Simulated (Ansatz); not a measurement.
**How the lattice parameter a of AlZnNO (model structure, started from the AlSiCN type, P3m1, No. 156, 4 atoms in the cell) moves with the method**

No measured value is used here.

```tsv
level (code)	value (Å)
LDA (Ansatz)	3.108
PBE (Ansatz)	3.167
PBEsol (Ansatz)	3.138
r²SCAN (Ansatz)	3.135
```

Cutoffs differ between the levels. Ansatz's density-functional and Hartree–Fock values are scalar-relativistic unless marked +SOC, with PAW data made under PBE.

A model structure was made by putting elements into a prototype or built by hand; it is no filed structure, need not be a known phase, and can be a saddle point held by its symmetry.

Ansatz is a first-principles code.
